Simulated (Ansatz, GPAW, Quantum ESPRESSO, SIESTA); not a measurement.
One structure in several programs: Y2NiRu3 (R-3m, 6 atoms in the cell)

Self-consistent single point.

```
CELL_PARAMETERS angstrom
      2.56956     1.48354     4.27125
     -2.56956     1.48354     4.27125
      0.00000    -2.96707     4.27125
ATOMIC_POSITIONS crystal
  Y  0.12304 0.12304 0.12304
  Y  0.87696 0.87696 0.87696
  Ni 0.50000 0.50000 0.50000
  Ru 0.00000 0.50000 0.50000
  Ru 0.50000 0.00000 0.50000
  Ru 0.50000 0.50000 0.00000
```

All programs got the same cell, k-point mesh and kind of occupations (in Ansatz's words: kpoints.mp_grid.grid = 5 5 5; scf.occupations.method = fermi_dirac; scf.occupations.width = 0.136 eV); potentials, basis and cutoffs are each program's usual ones.

```
code                                                                                                                                      model  pressure (GPa)  largest force (eV/Å)  k-points       cutoff
----------------  -----------------------------------------------------------------------------------------------------------------------------  --------------  --------------------  --------  -----------
Quantum ESPRESSO                                                          PBEsol, PseudoDojo standard norm-conserving (PBESOL) pseudopotentials            4.06                 0.105        19       100 Ry
Ansatz                                                                                                          PBEsol, PAW files made with PBE            3.80                 0.102        19      default
GPAW                                                                                      PBEsol, GPAW PAW datasets PBEsol (made by gpaw-setup)            3.74                 0.103        19       800 eV
SIESTA            GGA PBEsol, numerical atomic orbitals DZP, PseudoDojo PBEsol standard norm-conserving potentials (rewritten from UPF to PSML)            3.58                 0.097        63  grid 350 Ry
```

The spread over the programs that give each value: pressure within 0.48 GPa; largest force within 0.008 eV/Å.

The starting cell comes from a database of computed structures (which also holds hypothetical and non-ambient phases and stackings), without a prior relaxation at this level. Its lattice was rescaled by a random factor within 2.5 % of one. On Ansatz's run: Spin polarisation is off. In the base run, with a pressure of about 4 GPa the cell is away from its equilibrium volume at this level.

Task: Why do the programs differ, and what cannot be compared?

Result: Differences of this kind can come from the potentials, where these differ, and from what each basis and cutoff leave unconverged. The valence holds different numbers of electrons (Quantum ESPRESSO 88, Ansatz (a first-principles code) 88, GPAW 86, SIESTA 88). The zero of total energies and Fermi levels follows the potentials and each program's conventions, so they are not compared here. SIESTA uses small atom-centred bases, whose incompleteness enters pressures, forces and empty levels differently from a plane-wave cutoff. Ansatz's pressure is given at a fixed set of plane waves, as the other plane-wave codes print theirs; with its correction for the finite basis it is 3.90 GPa. The programs reduce the same mesh by symmetry to different extents, which changes the work and not the result.

Left out of this page: ABINIT (stopped by limits of time or memory); FLEUR (not drawn, or without a comparable value).

Keys are those of Ansatz 0.2.
